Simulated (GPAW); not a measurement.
Band structure of Se (P3_121, 3 atoms in the cell).

```
CELL_PARAMETERS angstrom
      4.48815     0.00000     0.00000
     -2.24408     3.88685     0.00000
      0.00000     0.00000     4.96038
ATOMIC_POSITIONS crystal
  Se 0.21789 0.00000 0.33333
  Se 0.00000 0.21789 0.66667
  Se 0.78211 0.78211 0.00000
```

Method of the run: PBE, GPAW PAW datasets PBE (gpaw-data 1.0.1) (plane waves; GPAW).

Settings: mode = pw; ecut = 600 eV; xc = PBE; kpts = 5 5 4; mesh shift (steps) = 0 0 0; occupations.name = fermi-dirac; occupations.width = 0.02 eV; nbands = -4; convergence.density = 1e-05 e/electron; convergence.energy = 1e-05 eV/electron; convergence.bands = -2; symmetry.symmorphic = false; symmetry.tolerance = 0.0005; maxiter = 120.

The starting cell comes from a database of computed structures (which also holds hypothetical and non-ambient phases and stackings), without a prior relaxation at this level. Its lattice was rescaled by a random factor within 2.5 % of one.

Problem. Predict the gap along the standard path and the places of the band edges.

Solution. The gap along the path is 1.10 eV, from L to H; the smallest direct gap on it is 1.36 eV.

Levels in eV from the top of the valence band on the SCF mesh, bands 6 to 13:
| point | 6 | 7 | 8 | 9 | 10 | 11 | 12 | 13 |
|---|---|---|---|---|---|---|---|---|
| Γ | -3.56 | -1.96 | -1.96 | -0.30 | 2.07 | 2.07 | 2.37 | 5.99 |
| M | -3.19 | -2.64 | -1.76 | -0.87 | 2.12 | 2.56 | 4.06 | 5.66 |
| K | -2.61 | -2.61 | -2.52 | -1.32 | 3.06 | 3.06 | 3.77 | 6.03 |
| A | -3.33 | -1.40 | -1.40 | -0.95 | 1.43 | 1.43 | 1.43 | 6.51 |
| L | -4.08 | -1.63 | -1.13 | 0.06 | 1.69 | 2.73 | 3.10 | 6.38 |
| H | -4.63 | -0.87 | -0.20 | -0.20 | 1.16 | 2.87 | 2.87 | 6.63 |
